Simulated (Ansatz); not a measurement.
The parent structure is Li2S in the anti-fluorite structure (space group Fm-3m, No. 225; a = 5.7057 Å).

The values are results of Kohn–Sham DFT with the PBE functional, run in Ansatz (a first-principles code) with PAW and 420 eV plane waves, scalar-relativistic without spin-orbit coupling, not measurements.

Base values:

```
Item                            Result
-----------------------------  -------
Width of the top valence band  1.74 eV
```

Perturbation: every lattice vector is shortened by 2.00 %; the atoms relax in the strained cell.

Q: Predict the new width of the top valence band and energy relative to the base.

A: The width of the top valence band rises by 0.164 eV, from 1.74 eV to 1.91 eV; the energy goes up by 7.5 meV/atom.

The levels and masses belong to the bands next to the band gap. Stability against distortions was not tested.
